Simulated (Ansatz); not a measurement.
## PbI₂ (model structure, from the 2H-MoS2 type, P6₃/mmc, No. 194): properties by level of theory

```
level (code)         lattice constant a (Å)  c axis length (Å)  cohesive energy (eV/atom)
-------------------  ----------------------  -----------------  -------------------------
LDA (Ansatz)                            ___             14.480                        ___
PBE (Ansatz)                            ___             16.458                        ___
PBE-D3(BJ) (Ansatz)                   4.397                ___                        ___
```

Task: Fill in the missing entries.

Result: 
- LDA (Ansatz, a quantum-chemistry and plane-wave program), lattice constant a (Å): 4.306
- LDA (Ansatz), cohesive energy (eV/atom): 3.03
- PBE (Ansatz), lattice constant a (Å): 4.510
- PBE (Ansatz), cohesive energy (eV/atom): 2.45
- PBE-D3(BJ) (Ansatz), c axis length (Å): 14.839
- PBE-D3(BJ) (Ansatz), cohesive energy (eV/atom): 2.74

Ansatz's density-functional and Hartree–Fock values are scalar-relativistic unless marked +SOC, with PAW data made under PBE.

Computed values are for the static lattice.

A model structure was made by putting elements into a prototype or built by hand; it is no filed structure, need not be a known phase, and can be a saddle point held by its symmetry.
